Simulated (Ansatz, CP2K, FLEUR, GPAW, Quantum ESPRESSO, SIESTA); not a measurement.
## Code comparison for Nb6SnGe (P1, 8 atoms in the cell)

Self-consistent single point, at a second geometry (atoms moved at random). First geometry:

```
Nb6SnGe
1.0
    5.25768     0.00000     0.00000
    0.00000     5.25768     0.00000
    0.00000     0.00000     5.25768
Nb Sn Ge
6 1 1
Direct
  0.00000   0.50000   0.74219
  0.00000   0.50000   0.25781
  0.74219   0.00000   0.50000
  0.25781   0.00000   0.50000
  0.50000   0.74219   0.00000
  0.50000   0.25781   0.00000
  0.00000   0.00000   0.00000
  0.50000   0.50000   0.50000
```

Second geometry:
```xyz
8
Lattice="5.2577 0.0000 0.0000 0.0000 5.2577 0.0000 0.0000 0.0000 5.2577" Properties=species:S:1:pos:R:3 pbc="T T T"
Nb    -0.0117     2.6739     3.9538
Nb     0.0714     2.6111     1.3591
Nb     3.8761    -0.0082     2.6749
Nb     1.3255    -0.0331     2.6222
Nb     2.6497     3.9197     0.0179
Nb     2.4966     1.3720    -0.0655
Sn     0.0287     0.0671    -0.0263
Ge     2.7078     2.5417     2.6082
```

Shared settings, as Ansatz (a quantum-chemistry and plane-wave program) writes them: kpoints.mp_grid.grid = 4 4 4; scf.occupations.method = gaussian; scf.occupations.width = 0.1 eV. Potentials and cutoffs stand in the table.

```
code                                                                                                                                      model  ΔF from the first geometry (meV/atom)  pressure (GPa)  largest force (eV/Å)           cutoff
----------------  -----------------------------------------------------------------------------------------------------------------------------  -------------------------------------  --------------  --------------------  ---------------
GPAW                                                                                      PBEsol, GPAW PAW datasets PBEsol (made by gpaw-setup)                                   25.7           -7.28                 1.235           550 eV
Ansatz                                                                                                          PBEsol, PAW files made with PBE                                   26.0           -6.66                 1.248           420 eV
SIESTA            GGA PBEsol, numerical atomic orbitals TZP, PseudoDojo PBEsol standard norm-conserving potentials (rewritten from UPF to PSML)                                   25.1           -6.39                 1.291      grid 350 Ry
FLEUR                                                                           PBEsol, all-electron FLAPW (FLEUR), scalar-relativistic valence                                      –               –                 1.265  Kmax 3.8 1/bohr
Quantum ESPRESSO                                                                           PBEsol, GBRV 1.5 ultrasoft (PBESOL) pseudopotentials                                   26.0           -7.39                 1.248            50 Ry
CP2K                                                                 PBEsol, GPW, DZVP-MOLOPT-SR-GTH basis, GTH-PBE potentials (GTH_POTENTIALS)                                   26.5           -4.05                 1.321      grid 500 Ry
```

Size of the force on each atom (eV/Å): Sizes of forces hide their directions.

```tsv
code	Nb1	Nb2	Nb3	Nb4	Nb5	Nb6	Sn7	Ge8
GPAW	0.405	0.448	0.479	0.164	0.171	1.209	1.235	0.516
Ansatz	0.405	0.454	0.488	0.162	0.175	1.223	1.248	0.516
SIESTA	0.324	0.443	0.554	0.052	0.270	1.243	1.291	0.556
FLEUR	0.368	0.448	0.503	0.122	0.191	1.231	1.265	0.549
Quantum ESPRESSO	0.407	0.454	0.487	0.165	0.174	1.223	1.248	0.516
CP2K	0.431	0.464	0.497	0.195	0.176	1.271	1.321	0.521
```

A dash marks a value that a program does not give, or that is left out as unsure.

On Ansatz's run: spin polarisation is off.

The spread over the programs that give each value: ΔF from the first geometry within 1.4 meV/atom; pressure within 3.34 GPa; largest force within 0.086 eV/Å.

SIESTA and CP2K use small atom-centred bases, whose incompleteness enters pressures, forces and empty levels differently from a plane-wave cutoff. FLEUR treats all electrons, but the usual bases taken here (sphere radii, linearisation, local orbitals, empty states) were not tested for convergence, so the values are no reference for the others. Ansatz's pressure is given at a fixed set of plane waves, as the other plane-wave codes print theirs. In the pressure, CP2K (by 3.23) lies more than 1 GPa from the median of the plane-wave programs. In the force vectors, SIESTA (by 0.174) lies more than 0.08 eV/Å from the median of the plane-wave programs.

The starting cell comes from a database of computed structures (which also holds hypothetical and non-ambient phases and stackings), without a prior relaxation at this level. For this run, on top of that: atoms moved at random.

Keys are those of Ansatz 0.2.
